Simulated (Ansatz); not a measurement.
Structure of amorphous Zr$_{20}$O$_{41}$Ag$_{2}$ (periodic cell):

```xyz
63
Lattice="9.2429 0.2131 -0.0400 0.2131 9.6810 -0.2375 -0.0400 -0.2375 9.1677" Properties=species:S:1:pos:R:3 pbc="T T T"
Zr     7.8490     3.6861     2.7132
Zr     1.3334     8.0789     7.2573
Zr     7.3397     8.2367     0.4793
Zr     4.6664     5.7796     1.8749
Zr     9.1295     1.0952     9.0732
Zr     1.3973     7.0377     0.9830
Zr     5.3790     3.3000     6.4039
Zr     5.2783     6.7229     7.4947
Zr     3.1159     1.0510     6.1599
Zr     2.2360     3.3402     1.4363
Zr     4.8304     2.5495     3.1573
Zr     8.6914     7.9930     3.5374
Zr     1.4829     3.3850     4.5955
Zr     2.3000     9.6131     2.7326
Zr     8.4635     1.3622     5.2366
Zr     6.4027     0.0054     7.2416
Zr     5.4482     9.0004     3.9062
Zr     8.4932     6.0727     6.1985
Zr     3.7740     0.5491     0.3261
Zr     2.4170     4.7237     7.6124
O      6.8719     2.0288     3.1222
O      7.2541     0.5546     0.0669
O      7.9382     6.2582     4.3283
O      8.6440     3.3320     4.6418
O      4.8667     1.3293     4.9871
O      8.8989     0.3935     7.1593
O      8.6777     7.0167     1.5327
O      1.6550     1.2539     1.1876
O      2.8659     8.4916     0.9665
O      0.7600     4.0189     2.7244
O      5.8327     6.6753     0.3452
O      1.1822     1.6437     5.7024
O      4.3098     0.3258     2.4947
O      6.8043     5.0597     6.8480
O      5.4997     3.8944     4.6140
O      1.6194     3.1862     8.6251
O      3.1256     6.8971     7.1557
O      0.0983     0.1280     3.6425
O      0.7974     6.1750     8.1079
O      3.5242     4.3209     2.8725
O      1.1293     4.9067     5.9245
O      4.0986     2.4607     1.0738
O      8.4469     2.9846     0.8478
O      2.6124     2.0488     3.4642
O      7.3849     9.3418     4.8984
O      6.9471     8.6095     2.4699
O      3.1746     3.2045     6.1007
O      4.6502     1.2822     7.6412
O      6.9950     2.0010     6.6315
O      5.3477     8.6625     8.5907
O      6.1379     4.4634     2.0462
O      2.7960     5.5063     0.6887
O      2.3407     0.0293     7.8524
O      1.4702     7.5601     2.9671
O      4.7189     7.1390     3.2789
O      4.4762     4.7510     7.6824
O      0.4062     8.7058     0.0080
O      5.3274     8.3094     5.9986
O      0.3783     7.5812     5.6025
O      3.1784     9.2174     4.5389
O      7.4157     7.5397     7.4846
Ag     7.5792     4.0858     8.6065
Ag     3.0755     6.6317     4.8086
```

Calculation: PBE, scalar-relativistic without spin-orbit coupling (plane waves to 420 eV, PAW; Ansatz, an electronic-structure program).

Preparation: random packing, a CHGNet melt and quench, and a DFT relaxation. O atoms were pushed apart under 1.9 Å during the dynamics, to hinder bonds among them. The hot cell started wider than the set density and was brought back towards it in steps. It is the lowest in DFT energy of 2 quenches. It is a model cell: composition and starting density were chosen by hand, and all elements were melted together. No dispersion term was used. Its density started from a set value of 5.46 and ended at 5.46 g/cm³. The quench (nominally 300 K/ps over its main leg) was far faster than any real one, so the model tends to hold more defects than a real film. A cell of this size samples the disorder only roughly. The volume was held where the preparation left it and the shape relaxed, at a PBE pressure of -1.3 GPa (tension). Stress components on the final sampling reach 1.4 GPa.

Cut-offs for bonds: Zr-Zr 3.41 Å, Zr-O 2.64 Å, Zr-Ag 3.30 Å, O-O 1.58 Å, O-Ag 2.53 Å, Ag-Ag 3.19 Å. Two cations that share two anions don't count as bonded, nor two that share one unless they lie closer than Zr-Zr 3.32 Å, Zr-Ag 3.21 Å, Ag-Ag 3.10 Å.

Question: Give the coordination numbers, mean bond lengths and angles.

Answer: 
```json
{
  "Mean coordination of Zr by anions": "6.50 (3 with 5, 6 with 6, 9 with 7, 2 with 8)",
  "Mean coordination of O": "3.27 (4 with 2, 22 with 3, 15 with 4)",
  "Mean coordination of Ag by anions": "2.00 (2 with 2)",
  "Mean Zr-O bond": "2.174 Å (spread 0.123 Å, 130 counted)",
  "Mean O-Ag bond": "2.233 Å (spread 0.103 Å, 4 counted)",
  "Bond angle at Zr": "mean 101.6°, spread 28.9°",
  "Bond angle at O": "mean 110.7°, spread 18.0°"
}
```

Question: List the pairs of like atoms that count as bonded by the rules above.

Answer: There are none by these rules.
